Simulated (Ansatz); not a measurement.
For NiAs-type NiSb, PBE+SOC (Ansatz, a quantum-chemistry and plane-wave program, PAW) gives:

```
Item                   Value
-------------------  -------
lattice parameter a  3.975 Å
lattice parameter c  5.160 Å
```

Q: What does HSE06 (Ansatz, plane waves, PAW) give for the same quantities?

A: 
- lattice constant a: 3.898 Å (decreases by 1.9 %)
- lattice parameter c: 5.127 Å (falls by 0.6 %)

For comparison: lattice constant a 3.946 Å (measured, temperature not stated, not corrected to a static lattice; as tabulated in Wikipedia's data pages); lattice parameter c 5.148 Å (measured, temperature not stated, no zero-point or thermal correction; as tabulated in Wikipedia's data pages).

Changes are worked out from the printed values.

Unless a cell is named, each level is at its own relaxed cell (PBE+SOC 17.65, HSE06 16.86 Å³/atom).

The crystal itself was run without spin with HSE06; a magnetic state was not tried in these runs.

Caveats: exact exchange on metals is sensitive to the k mesh and can open a false gap (HSE06). Ansatz's density-functional and Hartree–Fock values are scalar-relativistic unless marked +SOC, with PAW data made under PBE.
